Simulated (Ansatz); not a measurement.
Base system: HfS₂ in the CdI2 type structure (space group P-3m1, No. 164; a = 3.606 Å, c = 5.768 Å; layered, stacked along the Cartesian z axis). Axes: x lies along a and z along c of the hexagonal cell.

Now apply this change: the cell is compressed by 1.50 % along z with no lateral relaxation; the atoms relax in the strained cell.

Method: PBE-D3(BJ) (Ansatz, a first-principles code; PAW; 420 eV plane waves; no SOC).

Base, band edges from the VBM (valence, conduction): K -1.78, 2.49; H -1.96, 2.71; M -1.49, 1.00; L -0.96, 0.85; A -0.36, 1.79; Γ 0.00, 1.85 eV.

Problem. Give the band edges at the high-symmetry points of the new zone, measured from its valence-band maximum.

Solution. 
```tsv
point	valence edge (eV)	conduction edge (eV)
Γ	0.00	1.76
M	-1.63	0.90
K	-1.83	2.37
A	-0.48	1.69
L	-1.00	0.76
H	-2.03	2.61
```

The gap is 0.76 eV, indirect, Γ → L.

Spin-orbit coupling, missing from the scalar runs, can matter with Hf. Whether these cells are dynamically stable was not tested.
